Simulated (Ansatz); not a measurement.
Na₃P (P6_3/mmc), PBEsol, rigid bands in Ansatz (a quantum-chemistry and plane-wave program). Band gap 0.44 eV, N_c = 6.54e17 cm⁻³ and N_v = 2.39e20 cm⁻³ at 300 K, conductivity masses along y (a = (4.92, 0.00, 0.00) Å; b = (-2.46, 4.26, 0.00) Å; c = (0.00, 0.00, 8.77) Å) of 0.0943 mₑ (electrons) and 1.54 mₑ (holes). Take k_BT = 0.02585 eV.

Question: What thermal injection velocity √(2k_BT/πm) limits a ballistic channel along the direction named?

Answer: 1.75e7 cm/s for electrons and 4.34e6 cm/s for holes, a ratio of √(m_h/m_e) = 4.04, for dilute carriers.

Question: Find the intrinsic carrier density and the intrinsic Fermi level.

Answer: n_i = √(N_c N_v) exp(−E_g/2k_BT) = 1.25e19 × exp(−8.51) = 2.5e15 cm⁻³. The level lies (k_BT/2) ln(N_v/N_c) = 76 meV from mid-gap (positive towards the conduction band). Each 0.1 eV added to the gap lowers n_i by a factor of 6.9.

Rigid bands with the computed gap; masses take one relaxation time for all states. Spin-orbit coupling is left out; where it splits the top of the valence band, N_v and the p-type Seebeck coefficient come out somewhat high without it.

Formula and space group known from diffraction (Crystallography Open Database), not checked to be the room-temperature form: Na3P (P6_3/mmc).
